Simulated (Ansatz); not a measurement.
Start from KTaO3 in the cubic perovskite structure (space group Pm-3m, No. 221; a = 4.023 Å).

Perturbation: a hydrostatic pressure of 60 GPa.

Levels (all Ansatz, an electronic-structure program, PAW, earlier PAW set): PBE (420 eV, no SOC); r2SCAN (500 eV, no spin-orbit coupling); HSE06 (420 eV, spin-orbit coupling left out); PBE+SOC (420 eV, with spin-orbit coupling).

At the geometry relaxed with PBE, these levels gave the following band gaps, in shuffled order: (a) 3.06 eV, (b) 2.59 eV, (c) 2.47 eV, (d) 4.04 eV.

**Question.** Match each gap to its level.

**Answer.** (a) r2SCAN; (b) PBE; (c) PBE+SOC; (d) HSE06.

Single points use the geometry relaxed with PBE. HSE06 was sampled on its mesh, a few special points and the semilocal edge points, so its gap is an upper bound. The spin-orbit shifts are approximate. Spin-orbit coupling, missing from the scalar runs, can matter with Ta. Load acts through the strain it causes; cell and atoms are relaxed under it. No phonon test of stability was made. No other phases were tried under pressure.
